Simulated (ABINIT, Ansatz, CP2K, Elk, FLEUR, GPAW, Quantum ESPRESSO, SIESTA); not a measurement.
# One structure in several programs: LiCl (Fm-3m, 2 atoms in the cell)

Self-consistent single point.

```xyz
2
Lattice="0.0000 2.4803 2.4803 2.4803 0.0000 2.4803 2.4803 2.4803 0.0000" Properties=species:S:1:pos:R:3 pbc="T T T"
Li     0.0000     0.0000     0.0000
Cl     2.4803     2.4803     2.4803
```

All programs got the same cell, k-point mesh and kind of occupations (in Ansatz's words: kpoints.mp_grid.grid = 11 11 11; scf.occupations.method = fermi_dirac; scf.occupations.width = 0.02 eV); potentials, basis and cutoffs are each program's usual ones.

| code | model | pressure (GPa) | gap on the mesh (eV) | k-points | cutoff |
|---|---|---|---|---|---|
| CP2K | PBE, GPW, DZVP-MOLOPT-SR-GTH basis, GTH-PBE potentials (GTH_POTENTIALS) | 4.77 | 6.884 | 666 | grid 400 Ry |
| ABINIT | PBE, PAW (JTH v2.0 PBE PAW) | 4.60 | 6.861 | 56 | 26 Ha |
| FLEUR | PBE, all-electron FLAPW (FLEUR), scalar-relativistic valence | – | 6.870 | 56 | Kmax 4 1/bohr |
| SIESTA | GGA PBE, numerical atomic orbitals DZP, PseudoDojo PBE standard norm-conserving potentials (rewritten from UPF to PSML) | 4.52 | 7.124 | 666 | grid 350 Ry |
| Elk | PBE, all-electron FP-LAPW, Elk's shipped species files, default APW+lo basis | – | 6.795 | 56 | default |
| GPAW | PBE, GPAW PAW datasets PBE (gpaw-data 1.0.1) | 4.79 | 6.863 | 56 | 600 eV |
| Quantum ESPRESSO | PBE, PseudoDojo standard norm-conserving (PBE) pseudopotentials | 4.56 | 6.870 | 56 | 75 Ry |
| Ansatz | PBE, PAW files | 4.57 | 6.868 | 56 | default |

A dash marks a value that a program does not give, or that is left out as unsure.

Gaps are read on the mesh.

The spread over the programs that give each value: pressure within 0.27 GPa; gap on the mesh within 0.329 eV.

The starting cell comes from a database of computed structures (which also holds hypothetical and non-ambient phases and stackings), without a prior relaxation at this level. Its lattice was rescaled by a random factor within 2.5 % of one. On Ansatz's run: In the base run, with a pressure of about 5 GPa the cell is away from its equilibrium volume at this level.

Why do the programs differ, and what cannot be compared?

Differences of this kind can come from the potentials, where these differ, and from what each basis and cutoff leave unconverged. The valence holds different numbers of electrons (CP2K 10, ABINIT 10, FLEUR 10, SIESTA 10, GPAW 8, Quantum ESPRESSO 10, Ansatz (a quantum-chemistry and plane-wave program) 10). The zero of total energies and Fermi levels follows the potentials and each program's conventions, so they are not compared here. CP2K and SIESTA use small atom-centred bases, whose incompleteness enters pressures, forces and empty levels differently from a plane-wave cutoff. FLEUR and Elk treat all electrons, but the usual bases taken here (sphere radii, linearisation, local orbitals, empty states) were not tested for convergence, so the values are no reference for the others. Ansatz's pressure is given at a fixed set of plane waves, as the other plane-wave codes print theirs. The programs reduce the same mesh by symmetry to different extents, which changes the work and not the result. In the gap, SIESTA (by 0.259) lies more than 0.12 eV from the median of the plane-wave programs.

Keys are those of Ansatz 0.2.
